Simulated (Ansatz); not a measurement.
The parent structure is ZrSi2 (space group Cmcm, No. 63).

```xyz
6
Lattice="1.8443 -7.4292 0.0000 1.8443 7.4292 0.0000 0.0000 0.0000 3.6668" Properties=species:S:1:pos:R:3 pbc="T T T"
Si     1.8443    -6.6606     2.7501
Si     1.8443     6.6606     0.9167
Si     1.8443     3.7175     2.7501
Si     1.8443    -3.7175     0.9167
Zr     1.8443    -1.5726     2.7501
Zr     1.8443     1.5726     0.9167
```

The values are results of Kohn–Sham DFT with the r2SCAN functional, run in Ansatz (a first-principles code) with PAW and 500 eV plane waves, spin-orbit coupling left out, not measurements.

For the base:

```
Quantity            Value
---------------  --------
Volume per atom  16.75 Å³
Band gap             zero
```

Modification: S takes the place of Si on all its sites, then cell and atoms are relaxed.

Tabulated Pauling electronegativity and covalent radius: Si 1.90, 1.11 Å; S 2.58, 1.05 Å.

Q: Predict the new volume per atom and band gap.

A: The volume per atom grows by 4.837 Å³ to 21.58 Å³; the band gap is still zero.

Whether these cells are dynamically stable was not tested. As relaxed here, ZrS2 is a hypothetical phase, not in the database extracts checked. All final runs are without spin polarisation. A zero or small gap of ZrS2 can be the functional's error rather than a property of the material.
